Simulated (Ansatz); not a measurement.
## CdGeAs2: uniaxial strain ε_xx = −2.25 %

The parent structure is CdGeAs₂ in the chalcopyrite structure (space group I-42d, No. 122; a = 5.874 Å, c = 11.226 Å). Axes: x, y, z lie along a, b, c of the conventional cell.

Now apply this change: uniaxial strain ε_xx = −2.25 %, all other strain components held at zero, atoms relaxed at fixed cell.

Computed with Ansatz (a program for electronic structure) LDA, without spin-orbit coupling. Γ-centred 8×8×8 mesh, Fermi–Dirac width 0.05 eV.

| quantity | base | changed | shift |
|---|---|---|---|
| space group | I-42d (No. 122) | I2_12_12_1 (No. 24) | – |
| shortest interatomic distance | 2.426 Å | 2.407 Å | -0.019 Å |
| energy relative to the base (free energy F) | 0 meV/atom | +3.7 meV/atom | +3.7 meV/atom |
| pressure (mean of the normal stresses, compression positive) | 0.00 GPa | 1.59 GPa | +1.59 GPa |
| band gap (uncertain: the Fermi level lies in a band; both cells) | 0.11 eV | 0.08 eV | -0.022 eV |
| largest internal atomic displacement | – | 0.013 Å | – |
| stress (xx, yy, zz, yz, xz, xy; compression positive) | – | (2.22, 1.28, 1.29, 0.00, 0.00, 0.00) GPa | – |

Final structure:

```yaml
crystal:
  lattice:
    - [-2.87068, 2.93676, 5.61322]
    - [2.87068, -2.93676, 5.61322]
    - [2.87068, 2.93676, -5.61322]
  atoms:
    - { symbol: Cd, position: [0.99885, 0.99885, 0.00000] }
    - { symbol: Cd, position: [0.75115, 0.25115, 0.50000] }
    - { symbol: Ge, position: [0.50063, 0.50063, 0.00000] }
    - { symbol: Ge, position: [0.24937, 0.74937, 0.50000] }
    - { symbol: As, position: [0.87500, 0.85294, 0.47794] }
    - { symbol: As, position: [0.15004, 0.62500, 0.02504] }
    - { symbol: As, position: [0.37500, 0.39706, 0.52206] }
    - { symbol: As, position: [0.59996, 0.12500, 0.97496] }
```

Whether these cells are dynamically stable was not tested. A zero or small gap of CdGeAs2 can be the functional's error rather than a property of the material.
